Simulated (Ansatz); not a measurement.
The parent structure is Ge in the diamond structure (space group Fd-3m, No. 227; a = 5.674 Å).

The other end (x = 1) is Cd in the diamond structure (space group Fd-3m, No. 227; a hypothetical phase, not in the database extracts checked): 34.63 Å³/atom, gap zero; this end may not be an ambient phase.

All numbers come from Kohn–Sham DFT with the r2SCAN functional, run in Ansatz (an electronic-structure program) with PAW and 500 eV plane waves, no spin-orbit coupling.

Cd replaces a fraction x of Ge; each row is one arrangement (x, atoms in the cell, starting space group or random), fully relaxed.

One change was made to it. Results:

```json
[
 {"quantity": "band gap", "base": "0.36 eV", "after": "zero"},
 {"quantity": "deviation of the volume from the linear (Vegard-type) interpolation", "base": "–", "after": "-6.2 %"},
 {"quantity": "shortest interatomic distance", "base": "4.643 bohr", "after": "4.581 bohr"}
]
```

Q: Which change produced these results?
A) x(Cd) = 0.625, 8 atoms, Pmm2
B) x(Cd) = 0.25, 4 atoms, P-4m2
C) x(Cd) = 0.833, 6 atoms, Imm2

A: A, x(Cd) = 0.625, 8 atoms, Pmm2. For comparison, the deviation of the volume from the linear in the other runs: x(Cd) = 0.833, 6 atoms, Imm2 gives -25.7 %; x(Cd) = 0.25, 4 atoms, P-4m2 gives -3.0 %.

These are small ordered cells, not random alloys; other orderings at the same x differ. Stability against distortions was not tested. The final runs are not spin-polarised. Under x(Cd) = 0.625, 8 atoms, Pmm2, x(Cd) = 0.833, 6 atoms, Imm2 and x(Cd) = 0.25, 4 atoms, P-4m2 the cell changed shape so far that it is another structure.
